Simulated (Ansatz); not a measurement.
**SnO, pressure series**

Base system: SnO in the litharge type structure (space group P4/nmm, No. 129; a = 3.837 Å, c = 4.759 Å; layered, stacked along the Cartesian z axis).

Cell and atoms are relaxed at each pressure.

The values are results of Ansatz (a program for electronic structure) PBE-D3(BJ), no spin-orbit coupling, not measurements.

Notes on the quantities. enthalpy: H = E + PV relative to the base's energy.

| change | enthalpy | band gap | shortest interatomic distance |
|---|---|---|---|
| base | – | zero | 2.241 Å |
| pressure −1 GPa | -0.11 eV/atom | 0.21 eV | 2.248 Å |
| pressure 0.9 GPa | +0.10 eV/atom | zero | 2.236 Å |
| pressure 2.1 GPa | +0.22 eV/atom | zero | 2.229 Å |
| pressure 4.5 GPa | +0.47 eV/atom | zero | 2.216 Å |
| pressure 9 GPa | +0.90 eV/atom | zero | 2.197 Å |
| pressure 15 GPa | +1.44 eV/atom | zero | 2.176 Å |
| pressure 22.5 GPa | +2.09 eV/atom | zero | 2.154 Å |
| pressure 30 GPa | +2.70 eV/atom | zero | 2.136 Å |

Load acts through the strain it causes; cell and atoms are relaxed under it. No phonon test of stability was made. Competing high-pressure phases were not computed. The final runs are not spin-polarised. A zero or small gap of SnO can be the functional's error rather than a property of the material.
